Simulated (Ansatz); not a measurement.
Input and output of a relaxation of cell and atoms for Ta2Si (I4/mcm, 6 atoms in the cell) (Ansatz, a first-principles code).

Method: LDA (PW92), default PAW files made with PBE (plane waves; Ansatz).

The change in words: atoms on their sites; basis.ecutwfc: 420 eV → 355 eV; relax: default → cell and atoms. Reference geometry:
```
Ta2Si
1.0
   -3.07850     3.07850     2.51607
    3.07850    -3.07850     2.51607
    3.07850     3.07850    -2.51607
Ta Si
4 2
Direct
  0.66359   0.83641   0.50000
  0.33641   0.16359   0.50000
  0.84215   0.34215   0.18430
  0.16359   0.66359   0.82718
  0.25000   0.25000   0.00000
  0.75000   0.75000   0.00000
```

Reference input (self-consistent single point, DFT, LDA (PW92), plane waves, default PAW files made with PBE): basis.ecutwfc = 420 eV; kpoints.mp_grid.grid = 5 5 5; hamiltonian.xc = lda; hamiltonian.pseudopotentials = {kind: paw} (the program's default PAW files); scf.occupations.method = gaussian; scf.occupations.width = 0.1 eV. This run's input differs from it in these lines:

Ansatz 0.2 input:
```diff
@@ -8,3 +8,3 @@
     - { symbol: Ta, position_ang: [1.007224, 2.071278, 0.000000] }
-    - { symbol: Ta, position_ang: [-0.971868, 2.106634, 2.516066] }
+    - { symbol: Ta, position_ang: [-1.007224, 2.071278, 2.516069] }
     - { symbol: Ta, position_ang: [4.085726, 1.007224, -0.000000] }
@@ -13,3 +13,3 @@
 basis:
-  ecutwfc: 420.0
+  ecutwfc: 355.0
 kpoints:
@@ -25,2 +25,4 @@
     width: 0.1
+relax:
+  cell: {}
 output:
```

Output, abridged:

```
   [... SCF lines of the steps left out ...]
relax step   1: F+E_penalty+E_count = -39951.20435310 eV  Δ(F+E_penalty+E_count) = +0.000e0 eV  max|allowed force component| = 2.956e-2 eV/Å  Δτ_max = 0.0000 Å  P = -5.731 GPa  Ω = 95.381 Å³  (6 SCF iters, dr2 threshold 1.00e-7 eV, accepted)
relax step   2: F+E_penalty+E_count = -39951.08224731 eV  Δ(F+E_penalty+E_count) = +1.221e-1 eV  max|allowed force component| = 5.003e-1 eV/Å  Δτ_max = 0.0440 Å  P = +10.673 GPa  Ω = 89.110 Å³  energy of the carried Pulay correction = +1.085e-2 eV  [...]
relax step   3: F+E_penalty+E_count = -39951.25721696 eV  Δ(F+E_penalty+E_count) = -5.286e-2 eV  max|allowed force component| = 3.085e-3 eV/Å  Δτ_max = 0.0051 Å  P = -0.560 GPa  Ω = 93.194 Å³  energy of the carried Pulay correction = +3.702e-3 eV  [...]
relax step   4: F+E_penalty+E_count = -39951.25799000 eV  Δ(F+E_penalty+E_count) = -7.730e-4 eV  max|allowed force component| = 1.558e-3 eV/Å  Δτ_max = 0.0001 Å  P = +0.007 GPa  Ω = 92.971 Å³  energy of the carried Pulay correction = +4.085e-3 eV  [...]
relax step   5: F+E_penalty+E_count = -39951.25424547 eV  Δ(F+E_penalty+E_count) = +3.745e-3 eV  max|allowed force component| = 1.289e-3 eV/Å  Δτ_max = 0.0000 Å  P = -0.008 GPa  Ω = 92.971 Å³  stress off target by 3.28e-2 GPa  SCF on the basis [...]
basis re-selected at this cell: Δ(F+E_penalty+E_count) = +3.745e-3 eV, ΔP = -0.015 GPa vs the last step
the relaxation is at rest under the 16 symmetry operations that the run kept from its start: a minimum is not shown …
Stability not checked: this state was not tested for a lower state beside it, because too few of the mixer's solves of this state at the end of the SCF gave a …
Free energy (F): -39951.254245 eV
Internal energy: -39951.238150 eV  (E = F + TS)
   [... lines left out ...]
Fermi energy:    17.943015 eV
  cell:  # Å, volume = 92.9713 Å³
   [... lines left out ...]
    - { symbol: Ta, position: [0.33701378698687934, 0.16298621301312072, 0.5] }
    - { symbol: Ta, position: [0.8370137869868792, 0.33701378698687934, 0.17402757397375865] }
    - { symbol: Ta, position: [0.1629862130131207, 0.6629862130131207, 0.8259724260262415] }
    - { symbol: Si, position: [0.24999999999999997, 0.25, -1.2840077480931421e-20] }
    - { symbol: Si, position: [0.75, 0.75, -1.2840077480930878e-20] }
```

The run converged. 

Summary of the result:
* **Free energy E − TS (on the zero of these files)**: -39951.2542 eV
* **Fermi level (on the code's own zero)**: 17.94 eV
* **Pressure**: -0.01 GPa
* **Largest force (vector length)**: 0.002 eV/Å
* **Final cell**: a = 4.9814 Å, b = 4.9814 Å, c = 4.9814 Å, α = 104.74°, β = 104.74°, γ = 119.42°
* **Final volume per atom**: 15.50 Å³
* **Relaxation steps**: 5

The starting cell comes from a database of computed structures (which also holds hypothetical and non-ambient phases and stackings), without a prior relaxation at this level. Its lattice was rescaled by up to half a per cent. Spin polarisation is off. The relaxation keeps the symmetry of its start, so its end need not be a minimum. Ansatz's pressure includes its estimate of the finite-basis (Pulay) stress. The cutoff lies below the one recommended for these files.
